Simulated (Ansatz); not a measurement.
Here is the system:

```xyz
2
Lattice="0.0000 2.4031 2.4031 2.4031 0.0000 2.4031 2.4031 2.4031 0.0000" Properties=species:S:1:pos:R:3 pbc="T T T"
Be     0.0000     0.0000     0.0000
S      3.6046     3.6046     3.6046
```

Computed with PBEsol with spin-orbit coupling, rigid bands (plane waves, PAW; Ansatz, an electronic-structure program). Condition of this run: hydrostatic pressure 2 GPa (the target of the relaxation). Geometry: cell and atoms relaxed with PBEsol, then loaded as said.

Task: Predict the hole conductivity mass (n e² τ/σ) at 300 K, by direction if it differs.

Result: 0.75 mₑ.

Task: What conductivity effective mass do dilute electrons have at 300 K?

Result: 0.36 mₑ.

Task: And the band gap?

Result: 2.83 eV at this level; semilocal functionals usually fall short of the measured gap.

Rigid bands, one relaxation time for all states, no polarons.
